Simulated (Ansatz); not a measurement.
The parent structure is Ba in the bcc (W type) structure (space group Im-3m, No. 229; a = 5.0241 Å; relaxed with 0.1 eV smearing).

Method: plane-wave PAW DFT at the PBE level (Ansatz, a quantum-chemistry and plane-wave program, 420 eV), spin-orbit coupling left out.

For the base:

The pressure is 0.0 GPa and the band gap is zero.

It is then changed as follows: an isotropic linear strain of +2.50 %; the atoms relax in the strained cell.

### Question
Estimate the effect on the energy relative to the base.

### Answer
The energy increases by 9.1 meV/atom.

### Question
Predict the new pressure.

### Answer
The pressure goes from zero to -0.6 GPa.

### Question
Estimate the effect on the band gap.

### Answer
The band gap stays zero.

No phonon test of stability was made.
